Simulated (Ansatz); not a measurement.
Take Bi$_{2}$Se$_{3}$ in the Bi2Te3 type structure (space group R-3m, No. 166; a = 4.144 Å, c = 28.448 Å (hexagonal axes)) as the base.

Structures relaxed with DFT with PBE-D3(BJ), PAW potentials and a 420 eV plane-wave cutoff in Ansatz (a program for electronic structure), no SOC.

Base:

Simulated powder pattern, Mo Kα, λ = 0.71073 Å (kinematic, ideal powder, no thermal factors, no anomalous dispersion; the 10 strongest lines at most, above 2 %, up to 2θ = 40°):

```
2θ (°)  I/Imax (%)       hkl
------  ----------  --------
8.60            17     (006)
11.46           16     (101)
13.45          100     (015)
18.34           42  (1 0 10)
19.75           38     (110)
23.97           22     (205)
27.08           14  (0 2 10)
29.43           20  (1 1 15)
31.25           20     (125)
33.74           15  (2 1 10)
```

Perturbation: every Se is replaced by Te; the structure is relaxed again.

Task: How do the reflections move or split?

Result: 
Simulated powder pattern, Mo Kα, λ = 0.71073 Å (kinematic, ideal powder, no thermal factors, no anomalous dispersion; the 10 strongest lines at most, above 2 %, up to 2θ = 40°):

| 2θ (°) | I/Imax (%) | hkl |
|---|---|---|
| 12.68 | 100 | (015) |
| 17.26 | 42 | (1 0 10) |
| 18.65 | 39 | (110) |
| 20.28 | 8.1 | (0 0 15) |
| 22.61 | 22 | (205) |
| 25.51 | 15 | (0 2 10) |
| 27.68 | 20 | (1 1 15) |
| 29.47 | 21 | (125) |
| 31.79 | 15 | (2 1 10) |
| 32.59 | 7.8 | (300) |

The indices refer to each structure's own conventional cell; one index is shown for lines that coincide.

Whether these cells are dynamically stable was not tested.
